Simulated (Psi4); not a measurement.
Psi4 1.11, HF/def2-svp: Au(SMe2) (C[S](C)->[Au+]), charge +1, multiplicity 1, 10 atoms. The geometry is a generated start, not checked to be a minimum at this level.

```
Property                                              Value
--------------------------  -------------------------------
task                                                 energy
method                                                  scf
basis                                              def2-svp
memory                                                 3 GB
maxiter                                                 100
keys of the molecule block                      symmetry c1
scf_type                                       df (default)
e_convergence                               1e-06 (default)
d_convergence                               1e-06 (default)
effective core potentials   those of the basis set, past Kr
basis functions                                         108
```

```xyz
10

Au     0.2848    -2.2577    -1.4779
C     -1.1570     0.5727    -0.5817
S     -0.4320    -0.8666     0.2588
C      1.0963    -0.1091     0.8910
H     -0.4577     1.0171    -1.2810
H     -1.4278     1.2904     0.1899
H     -2.0563     0.2484    -1.0969
H      1.6439     0.3901     0.0998
H      1.7020    -0.8899     1.3400
H      0.8039     0.6046     1.6581
```

Charge 1 and multiplicity 1 are set for this test and not shown to be the ground state.

With the defaults (damping_percentage = 0, scf_initial_accelerator = adiis, diis_max_vecs = 10, diis = true, soscf = false, soscf_start_convergence = 0.01, guess = auto, which took SAD, diis_start = 1) it converges in 9 SCF iterations. One run each on 2 threads, with these changes:
- guess = sadno
- soscf = true, soscf_start_convergence = 0.001
- soscf = true, soscf_start_convergence = 0.1
- diis_start = 4
- scf_initial_accelerator = ediis
- damping_percentage = 60, scf_initial_accelerator = none, diis = false
- diis_max_vecs = 6
- damping_percentage = 60
- scf_initial_accelerator = none

Problem. Which runs fail or end elsewhere than the default run?

Solution. No convergence: damping_percentage = 60 (the run ends without SCF convergence in 100 iterations). The rest reach the solution of the defaults.

```
setting                                                                SCF iterations  JK calls             end
---------------------------------------------------------------------  --------------  --------  --------------
soscf = true, soscf_start_convergence = 0.1                                         6        22   same solution
soscf = true, soscf_start_convergence = 0.001                                       6        17   same solution
the defaults                                                                        9        10   same solution
scf_initial_accelerator = none                                                      9        10   same solution
diis_max_vecs = 6                                                                   9        10   same solution
scf_initial_accelerator = ediis                                                     9        10   same solution
guess = sadno                                                                      10        10   same solution
diis_start = 4                                                                     10        11   same solution
damping_percentage = 60, scf_initial_accelerator = none, diis = false              29        30   same solution
damping_percentage = 60                                                           100       101  no convergence
```

An SOSCF iteration holds several JK calls; a Hückel guess adds calls on atoms.
